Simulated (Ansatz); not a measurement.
## Ba: tensor shear ε_xy = +0.57 %

Consider Ba in the bcc (W type) structure (space group Im-3m, No. 229; a = 4.8819 Å; relaxed with 0.1 eV smearing). Axes: x, y, z lie along the cube axes.

Perturbation: tensor shear ε_xy = +0.57 % (engineering shear γ = 0.0114); the atoms relax in the strained cell.

Computed with Kohn–Sham DFT with the PBEsol functional, run in Ansatz (a first-principles code) with PAW and 420 eV plane waves, no SOC. Settings: 19×19×19 k-points, 0.1 eV Fermi–Dirac smearing.

The volume per atom remains 58.17 Å³ and the space group becomes Fmmm (No. 69) (base: Im-3m (No. 229)). The shortest interatomic distance decreases by 0.016 Å (4.228 Å → 4.212 Å) and the energy is nearly the same. The pressure (mean of the normal stresses, compression positive) stays 0.0 GPa and the band gap stays zero. The stress (xx, yy, zz, yz, xz, xy; compression positive) is (0.0, 0.0, 0.0, 0.0, 0.0, -0.1) GPa.

Cost of the whole job for the changed cell (relaxation, final SCF and bands): about 90 core-seconds (a rough figure).

No phonon test of stability was made.
